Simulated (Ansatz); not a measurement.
## Effect of pressure 30 GPa on HfN

Take HfN in the rock salt structure (space group Fm-3m, No. 225; a = 4.468 Å) as the base.

One thing is altered: a hydrostatic pressure of 30 GPa.

Level of theory: LDA (Ansatz, an electronic-structure program, PAW, no SOC). Γ-centred 18×18×18 mesh, Fermi–Dirac width 0.05 eV.

* **Density**: 15.58 g/cm³ (base 14.33 g/cm³)
* **Lattice parameter a**: 4.346 Å (base 4.468 Å)
* **Shortest interatomic distance**: 2.173 Å (base 2.234 Å)
* **Enthalpy H = E + PV relative to the base's energy**: +2.00 eV/atom
* **Band gap**: zero (base zero)

Load acts through the strain it causes; cell and atoms are relaxed under it. No phonon test of stability was made. Competing high-pressure phases were not computed. All final runs are without spin polarisation. An odd electron count without spin: HfN.
